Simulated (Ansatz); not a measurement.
**SnS (Fm-3m, No. 225, 2 atoms in the cell; start mp-1876; a measured phase of this formula has another space group)**

Method: LDA (Ansatz, a program for electronic structure, plane waves, PAW).

Numerical settings: plane-wave cutoff 500 eV, 12×12×12 k mesh, Fermi–Dirac smearing 0.05 eV, scalar-relativistic PAW data made under PBE.

Cell (relaxed at this level):

```yaml
crystal:
  lattice:
    - [0.00000, 2.84707, 2.84707]
    - [2.84707, 0.00000, 2.84707]
    - [2.84707, 2.84707, 0.00000]
  atoms:
    - { symbol: Sn, position: [0.50000, 0.50000, 0.50000] }
    - { symbol: S, position: [0.00000, 0.00000, 0.00000] }
```

| Item | Result |
|---|---|
| band gap | 0.23 eV (on the SCF k mesh) |

Note: the relaxation could not lower the start's symmetry, so the cell can be a saddle point above a distorted one.

Spin–orbit coupling is not included.

Static lattice: no zero-point or thermal effects.

A start named mp-… is a Materials Project structure, which need not be a measured phase.
